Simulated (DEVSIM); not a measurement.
Structure: abrupt Si n-p junction, at 300 K.

Layer 1 from the left is Si, thickness (μm) 5.60, Nd (cm⁻³) 1.2e18, τn (s) 3.4e-7, τp (s) 3.4e-7. Layer 2 from the left is Si, thickness (μm) 49.0, Na (cm⁻³) 5.3e15, τn (s) 3.4e-7, τp (s) 3.4e-7.

Left contact: ohmic. Right contact: ohmic. Voltage is applied to the left contact. Recombination: SRH at mid-gap, radiative. Mobility is μmin + (μ − μmin)/(1 + (N/Nref)^α).

This is a model device: material constants are rounded textbook-type values typed into the input, and sizes, dopings and lifetimes were drawn at random. Values at 300 K.

Si: gap (eV) 1.124, affinity (eV) 4.05, permittivity 11.7, Nc (cm⁻³) 2.86e19, Nv (cm⁻³) 3.1e19, μn (cm²/Vs) 1417, μp (cm²/Vs) 470, μn,min 52, μp,min 45, Nref,n 9.7e16, Nref,p 2.2e17, αn 0.68, αp 0.72, B (cm³/s) 4.7e-15.

Problem. Estimate by hand the built-in potential, the peak field at zero bias, the capacitance at 1.5 V, and compare with a numerical solution.

Solution. 
- Built-in potential: ni = √(Nc Nv) exp(−Eg/2kT) = 1.08e10 cm⁻³ with Eg = 1.124 eV; Vbi = kT/q ln(Na Nd/ni²) = 0.818 V; numerical 0.818 V.
- Peak field at zero bias: depletion approximation: W = √(2εVbi/(qN)) = 0.448 μm with N = 5.28e15 cm⁻³; field = 2Vbi/W = 36500 V/cm; numerical 66000 V/cm (estimate below by 45 %).
- Capacitance at 1.5 V: C = √(qεN / 2(Vbi + |V|)) = 13.7 nF/cm²; numerical 14.0 nF/cm² (estimate below by 1.6 %).

DEVSIM, 1D drift-diffusion, Boltzmann statistics, complete ionisation; no tunnelling, impact ionisation, image-force lowering or self-heating.
